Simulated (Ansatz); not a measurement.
GaAl3As4 (model structure, P-4m2, No. 115, 8 atoms in the cell) was calculated with PBE (plane waves, PAW; Ansatz, an electronic-structure program).

Numerical settings: plane-wave cutoff 520 eV, 8×8×4 k mesh (along the axes of the cell as run), Fermi–Dirac smearing 0.01 eV, scalar-relativistic PAW data made under PBE.

Cell (relaxed at this level):

```cif
data_Al3As4Ga
_chemical_formula_sum 'Ga1 As4 Al3'
_space_group_name_H-M_alt 'P-4m2'
_space_group_IT_number 115
_space_group_name_Hall 'P -4 -2'
_cell_length_a 4.05473
_cell_length_b 4.05473
_cell_length_c 11.45998
_cell_angle_alpha 90.000
_cell_angle_beta 90.000
_cell_angle_gamma 90.000
loop_
_atom_site_label
_atom_site_type_symbol
_atom_site_symmetry_multiplicity
_atom_site_Wyckoff_symbol
_atom_site_fract_x
_atom_site_fract_y
_atom_site_fract_z
_atom_site_occupancy
Ga1 Ga 1 a 0.00000 0.00000 0.00000 1
As1 As 2 g 0.50000 0.00000 0.12589 1
Al1 Al 2 f 0.50000 0.50000 0.25026 1
As2 As 2 g 0.00000 0.50000 0.37512 1
Al2 Al 1 d 0.00000 0.00000 0.50000 1
```

Question: Predict the band gap.

Answer: 
band gap: 1.27 eV (direct)

Note: the relaxation could raise the start's symmetry but not lower it, so the cell can be a saddle point.

Spin–orbit coupling is not included.

The computed numbers hold no vibrational or temperature effects.

A model structure was made by putting elements into a prototype or built by hand; it is no filed structure, need not be a known phase, and can be a saddle point held by its symmetry.
